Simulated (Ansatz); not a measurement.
A user runs Ansatz (a quantum-chemistry and plane-wave program) on CsFeCl3 (P6_3/mmc, 10 atoms in the cell) and asks whether the run is sound. The aim is a self-consistent single point with DFT, PBEsol, plane waves, default PAW files made with PBE.

Cell that was meant: a = 7.2460 Å, b = 7.2460 Å, c = 6.0400 Å, α = 90.00°, β = 90.00°, γ = 120.00°.

Part of the input:

Ansatz 0.2 input:
```yaml
    - { symbol: Cl, position: [0.31508000, 0.15754000, 0.75000000] }
    - { symbol: Fe, position: [0.00000000, 0.00000000, 0.00000000], spin: 4.0 }
    - { symbol: Fe, position: [0.00000000, 0.00000000, 0.50000000], spin: 4.0 }
basis:
  ecutwfc: 60
kpoints:
  mp_grid:
    grid: [3, 3, 4]
```

Output (repeated stretches shortened):

```
   [... lines left out ...]
PAW frozen core: Fe, regenerated for the run's functional, and the local potential with it
Initial density: superposition of atomic densities (chi_scale 0.1, normalization cell, long waves kept (reshape's long-wave potential 0.01 eV rms))
Starting moments: Σ|m| = 8 μB on 2 of 10 sites
Initial wavefunctions: pseudopotential atomic-orbital guess
Eigensolver: davidson
Functional: x = pbesol(κ = 0.804, μ = 0.12345679012345678), c = pbesol(β = 0.046)
SCF iter   1: F=—  HF=-25441.090049 eV  |F-HF|=—  |Δ(HF+E_count)|=         —  Δρ=5.31e-1 (↑5.31e-1 ↓2.89e-1)  dr2=1.72e3  dr2_m=4.12e1  M=0.635 μB ∫|m|=0.646 μB  β_m=0.30  ethr=3.10e-3  ⟨swp⟩=9.5  Hψ=4951  notcnv=0
Mixer restart at iter 1: flushing history
all-band conjugate gradients solve this SCF's bands
preconditioner: auto → none
   [... lines left out ...]
SCF iter  19: F=—  HF=-24363.706715 eV  |F-HF|=—  |Δ(HF+E_count)|=   1.72e-9  S|Δr|=    0.00e0  Δρ=2.74e-7 (↑2.74e-7 ↓2.74e-7)  dr2=3.87e-12  dr2_m=1.88e-10  M=0.002 μB ∫|m|=0.002 μB  β_m=1.00  ethr=1.00e-12  ⟨swp⟩=2.0  Hψ=1976  notcnv=0
SCF iter  20: F=-24363.706715 eV  HF=-24363.706715 eV  |F-HF|=2.91e-11  |Δ(HF+E_count)|=   6.84e-9  S|Δr|=    0.00e0  Δρ=1.12e-7 (↑1.07e-7 ↓1.12e-7)  dr2=2.02e-11  dr2_m=2.72e-11  M=0.001 μB ∫|m|=0.001 μB  ethr=1.00e-12  ⟨swp⟩=3.0  Hψ=2352  notcnv=0
SCF 1 converged in 20 iterations: F = -24363.706715 eV  dr2 = 2.02e-11
WARN: the starting moments were not kept: the SCF closed with an absolute magnetisation of 8.1e-4 μB, where they sum to 8 μB in size (2 sites) …
   [... lines left out ...]
Absolute magnetization: 0.0008 μB (∫|ρ↑−ρ↓|, with the PAW one-centre terms)
Free energy (F): -24363.706715 eV
Fermi energy:    9.895630 eV
   [... lines left out ...]
  atom  10  Fe     0.00000000    -0.00000000     0.00000000
--- Stress (GPa, compression-positive) ---
      -47.179110      -0.000000       0.000000
        0.000000     -47.179110       0.000000
        0.000000       0.000000     -79.398471
  P = ⅓ Tr σ = -57.9189 GPa (-579.189 kbar)
  The stress holds the Pulay correction. Without it, at fixed plane waves, as pw.x and ABINIT print it: P = -970.5338 GPa
```

Can these results be used? Check the input.

The run is not sound. The fault is this: a cutoff meant in Ry typed as a bare number, read as eV. A bare number is read in the key's own unit, and eV, Ry (13.6 eV) and Ha (27.2 eV) lie far apart, so the setting ends up far from the one that was meant. To fix it, convert the value to the unit that the key expects. The run converged in 20 iterations without an error; against the sound input the free energy goes up by 208 eV/atom, the pressure goes from -1.90 to -57.92 GPa, the largest force goes from 0.327 to 8.670 eV/Å and the size of the net moment goes from 0.80 to 0.00 μB/atom. At a fixed set of plane waves, without the program's Pulay estimate, the pressure is -970.53 GPa against -1.91 GPa.

An input that runs soundly differs in these lines (not the only fix; some lines may just follow from the change or write a value another way):
```diff
-basis:
-  ecutwfc: 60
```

With that input, the run converged, with 32 iterations in all over 4 SCF loops: free energy E − TS (on the zero of these files) -26446.7679 eV; Fermi level (on the code's own zero) 5.63 eV; pressure -1.90 GPa; largest force (vector length) 0.327 eV/Å; size of the cell's spin moment 8.00 μB (DFT, PBEsol, plane waves, default PAW files made with PBE).

On the sound input: the starting cell comes from a database of published, mostly measured structures (it also holds non-ambient and calculated ones), without a prior relaxation at this level. The program's own search went on from the first solution to a lower state. Ansatz's pressure includes its estimate of the finite-basis (Pulay) stress.
